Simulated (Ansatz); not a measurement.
PtS2: pressure series

Start from PtS2 in the CdI2 type structure (space group P-3m1, No. 164; a = 3.552 Å, c = 5.128 Å; layered, stacked along the Cartesian z axis).

Cell and atoms are relaxed at each pressure.

Calculations: Ansatz (a program for electronic structure), r2SCAN+rVV10, PAW, cutoff 500 eV, no spin-orbit coupling.

Candidates:
(a) pressure 9 GPa
(b) pressure 4.5 GPa
(c) pressure 0.9 GPa
(d) pressure 2.1 GPa

Base values:

The c/a ratio is 1.444.

Q: Order them by c/a ratio, highest first.

A: (c) pressure 0.9 GPa (1.395), (d) pressure 2.1 GPa (1.350), (b) pressure 4.5 GPa (1.294), (a) pressure 9 GPa (1.241)

The mesh was chosen for an insulator and is coarse for the gapless case. Load acts through the strain it causes; cell and atoms are relaxed under it. No phonon test of stability was made. No other phases were tried under pressure. All final runs are without spin polarisation.
